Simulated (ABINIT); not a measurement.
Band structure of Rb (Im-3m, 1 atom in the cell).

```
Rb
1.0
   -2.82500     2.82500     2.82500
    2.82500    -2.82500     2.82500
    2.82500     2.82500    -2.82500
Rb
1
Direct
  0.00000   0.00000   0.00000
```

Method of the run: PBE, PAW (JTH v2.0 PBE PAW) (plane waves; ABINIT 10.0.3).

Settings: pseudos = [Rb.GGA_PBE-JTH.xml]; ecut = 544 eV; pawecutdg = 1088 eV; pawxcdev = 0; ixc = 11; occopt = 3; tsmear = 0.05 eV; ngkpt = 11 11 11; nshiftk = 1; shiftk = 0 0 0; potentials = JTH v2.0 PBE PAW; kptopt = 1; nstep = 100.

The starting cell has typed, rounded lattice constants, without a prior relaxation at this level.

Levels in eV from the Fermi level, bands 1 to 8:
```json
[
 {"point": "Γ", "1": "-28.93", "2": "-12.97", "3": "-12.97", "4": "-12.97", "5": "-2.01", "6": "3.77", "7": "3.77", "8": "3.77"},
 {"point": "H", "1": "-28.92", "2": "-13.04", "3": "-13.04", "4": "-13.04", "5": "1.27", "6": "1.27", "7": "3.25", "8": "3.25"},
 {"point": "N", "1": "-28.92", "2": "-13.06", "3": "-13.00", "4": "-12.97", "5": "0.23", "6": "0.76", "7": "2.64", "8": "4.33"},
 {"point": "P", "1": "-28.92", "2": "-13.01", "3": "-13.01", "4": "-13.01", "5": "1.30", "6": "1.30", "7": "1.30", "8": "2.59"}
]
```

Bands cross the Fermi level along this path, so the cell is metallic at this level.
